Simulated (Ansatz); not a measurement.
A self-consistent single point of SrPdO3 (Pm-3m, 5 atoms in the cell) with Ansatz (a first-principles code).

Method of the run: PBEsol, PAW files made with PBE (plane waves; Ansatz).

The change in words: lattice scaled by 0.98. Reference geometry:
```
SrPdO3
1.0
    4.12591     0.00000     0.00000
    0.00000     4.12591     0.00000
    0.00000     0.00000     4.12591
Sr Pd O
1 1 3
Direct
  0.00000   0.00000   0.00000
  0.50000   0.50000   0.50000
  0.50000   0.50000   0.00000
  0.00000   0.50000   0.50000
  0.50000   0.00000   0.50000
```

Reference input (self-consistent single point, DFT, PBEsol, plane waves, PAW files made with PBE): basis.ecutwfc = 420 eV; kpoints.mp_grid.grid = 6 6 6; hamiltonian.xc = pbesol; hamiltonian.pseudopotentials = {kind: paw} (the program's default PAW files); scf.occupations.method = gaussian; scf.occupations.width = 0.1 eV. This run's input differs from it in these lines:

```diff
@@ -2,5 +2,5 @@
   lattice:
-    - [4.125915, 0.000000, 0.000000]
-    - [0.000000, 4.125915, 0.000000]
-    - [0.000000, 0.000000, 4.125915]
+    - [4.043397, 0.000000, 0.000000]
+    - [0.000000, 4.043397, 0.000000]
+    - [0.000000, 0.000000, 4.043397]
   atoms:
```

Output, abridged:

```
SCF iter   1: F=—  HF=-12087.714418 eV  |F-HF|=—  |Δ(HF+E_count)|=         —  Δρ=1.71e-1  dr2=3.03e1  ethr=3.10e-3  ⟨swp⟩=8.0  Hψ=2957  notcnv=0
all-band conjugate gradients solve this SCF's bands
preconditioner: auto → Kerker (q_TF=auto, 2.568 Å⁻¹)
SCF iter   2: F=—  HF=-12083.860422 eV  |F-HF|=—  |Δ(HF+E_count)|=    3.85e0  Δρ=9.70e-2  dr2=1.20e1  ethr=3.10e-3  ⟨swp⟩=2.8  Hψ=1269  notcnv=0  defer=13
   [... lines left out ...]
SCF iter   7: F=—  HF=-12080.572944 eV  |F-HF|=—  |Δ(HF+E_count)|=   1.17e-4  Δρ=4.87e-4  dr2=1.44e-4  ethr=3.77e-6  ⟨swp⟩=2.0  Hψ=842  notcnv=0  defer=10
SCF iter   8: F=—  HF=-12080.572956 eV  |F-HF|=—  |Δ(HF+E_count)|=   1.15e-5  Δρ=2.51e-4  dr2=3.93e-5  ethr=3.12e-7  ⟨swp⟩=2.5  Hψ=921  notcnv=0  defer=10
SCF iter   9: F=—  HF=-12080.572857 eV  |F-HF|=—  |Δ(HF+E_count)|=   9.85e-5  Δρ=3.37e-5  dr2=8.04e-7  ethr=8.54e-8  ⟨swp⟩=1.4  Hψ=628  notcnv=0  defer=10
SCF iter  10: F=-12080.572858 eV  HF=-12080.572858 eV  |F-HF|=1.07e-8  |Δ(HF+E_count)|=   1.99e-7  Δρ=5.48e-6  dr2=1.46e-8  ethr=2.17e-10  ⟨swp⟩=10.6  Hψ=2957  notcnv=0
SCF 1 converged in 10 iterations: F = -12080.572858 eV  dr2 = 1.46e-8
Free energy (F): -12080.572858 eV
Internal energy: -12080.534930 eV  (E = F + TS)
E sigma→0 (E₀):  -12080.553894 eV
Entropy (-TS):   -0.037928 eV (-7.586 meV/atom)
Fermi energy:    9.682656 eV
--- Forces (eV/Å), atoms counted from 1 ---
  atom   1  Sr    -0.00000000    -0.00000000    -0.00000000
   [... zero for the other atoms too ...]
--- Stress (GPa, compression-positive) ---
       -8.225158      -0.000000       0.000000
        0.000000      -8.225158      -0.000000
        0.000000       0.000000      -8.225158
  P = ⅓ Tr σ = -8.2252 GPa (-82.252 kbar)
  The stress holds the Pulay correction. Without it, at fixed plane waves, as pw.x and ABINIT print it: P = -8.5714 GPa
```

The run converged in 10 iterations. Against the reference run the free energy falls by 57.6 meV/atom and the pressure goes from -13.82 to -8.23 GPa.

The starting cell comes from a database of computed structures (which also holds hypothetical and non-ambient phases and stackings), without a prior relaxation at this level. Its lattice was rescaled by a random factor within 2.5 % of one. For this run, on top of that: lattice scaled by 0.98. Spin polarisation is off. With a pressure of about -8 GPa the cell is away from its equilibrium volume at this level. Ansatz's pressure includes its estimate of the finite-basis (Pulay) stress.

Keys are those of Ansatz 0.2.
